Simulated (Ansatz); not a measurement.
## Pd: pressure series

Start from Pd in the fcc (Cu type) structure (space group Fm-3m, No. 225).

```
CELL_PARAMETERS angstrom
      0.00000     1.97138     1.97138
      1.97138     0.00000     1.97138
      1.97138     1.97138     0.00000
ATOMIC_POSITIONS crystal
  Pd 0.00000 0.00000 0.00000
```

Cell and atoms are relaxed at each pressure.

Method: PBE (Ansatz, a first-principles code), scalar-relativistic without spin-orbit coupling.

Notes on the quantities. enthalpy: H = E + PV relative to the base's energy.

```tsv
case	lattice parameter a	enthalpy
base	394.3 pm	–
pressure −2 GPa	395.9 pm	-0.19 eV/atom
pressure −1 GPa	395.1 pm	-0.10 eV/atom
pressure 0.9 GPa	393.6 pm	+0.09 eV/atom
pressure 2.1 GPa	392.7 pm	+0.20 eV/atom
pressure 4.5 GPa	391.0 pm	+0.42 eV/atom
pressure 9 GPa	388.1 pm	+0.84 eV/atom
pressure 15 GPa	384.8 pm	+1.38 eV/atom
pressure 22.5 GPa	381.2 pm	+2.04 eV/atom
pressure 30 GPa	378.0 pm	+2.68 eV/atom
```

Load acts through the strain it causes; cell and atoms are relaxed under it. Whether these cells are dynamically stable was not tested. Competing high-pressure phases were not computed. The final runs are not spin-polarised.
